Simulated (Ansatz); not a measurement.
Start from WSi$_{2}$ (space group I4/mmm, No. 139; a = 3.203 Å, c = 7.818 Å; relaxed with 0.1 eV smearing). Axes: x, y, z lie along a, b, c of the conventional cell.

Computed with plane-wave PAW DFT at the PBEsol level (Ansatz, a program for electronic structure, 420 eV), scalar-relativistic without spin-orbit coupling, earlier PAW set.

The change: strain tensor (xx, yy, zz, yz, xz, xy) = (+1.17, +1.44, −2.72, −0.31, −0.55, −1.59) %, atoms relaxed at fixed cell.

Q: How does this affect the energy relative to the base?

A: The energy increases by 30 meV/atom.

Q: What does the calculation give for the stress after the change?

A: The stress (xx, yy, zz, yz, xz, xy; compression positive) is (-3.7, -4.5, 14.3, 1.4, 2.3, 6.6) GPa.

Stability against distortions was not tested. All final runs are without spin polarisation.
